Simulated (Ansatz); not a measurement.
These are PBE (plane waves to 420 eV, PAW; Ansatz, an electronic-structure program) values and carry that method's errors.

Planar average of the electrostatic potential across the slab, in eV from the Fermi level, for CO on the 1x1 (111) surface of fcc Pd, one in a 2x2 cell, started at the site 'hollow Pd-Pd-Pd over Pd at depth 4.5 Å':

```tsv
z (Å)	V (eV)
5.20	5.22
5.49	5.22
5.78	5.22
6.07	5.22
6.36	5.21
6.64	5.20
6.93	5.18
7.22	5.14
7.51	5.04
7.80	4.82
8.09	4.34
8.38	3.26
8.67	0.62
8.96	-5.76
9.24	-13.12
9.53	-17.70
9.82	-15.56
10.11	-8.81
10.40	-1.76
10.69	1.23
10.98	-0.47
11.27	-6.90
11.56	-14.06
11.84	-17.93
12.13	-15.10
12.42	-8.21
12.71	-1.39
13.00	1.04
13.29	-1.19
13.58	-7.90
13.87	-14.85
14.16	-17.93
14.44	-14.28
14.73	-7.18
15.02	-0.63
15.31	1.35
15.60	-0.97
15.89	-7.72
16.18	-14.75
16.47	-17.96
16.76	-14.58
17.04	-7.77
17.33	-1.99
17.62	-0.23
17.91	0.86
18.20	2.73
18.49	3.38
18.78	2.96
19.07	3.18
19.36	4.33
19.64	5.65
19.93	6.02
20.22	6.13
20.51	6.17
20.80	6.18
21.09	6.18
21.38	6.18
21.67	6.18
21.96	6.18
22.24	6.18
22.53	6.18
22.82	6.18
23.11	6.18
23.40	6.18
```

Set-up: 18 atoms, 6.8 Å thick at the start under the adsorbate (thin: gaps and levels are the slab's own); mesh 6x6x1; 0.1 eV smearing; dipole correction on; 8 atoms held, the rest relaxed; symmetry of the start imposed; no spin, no spin-orbit, no U, no dispersion correction. At the end it is bonded to 3 Pd. In PBE it is, or lies within 0.03 eV of, the lowest of the starts that converged.

Question: The surface cell has an area of 26.94 Å². What dipole along the normal does the step between the two vacuum levels imply?

Answer: the top vacuum level lies 0.96 eV above the bottom one; p = −ε₀ A ΔV (ε₀ = 0.005526 e/(V·Å)) gives -0.14 e·Å a cell.
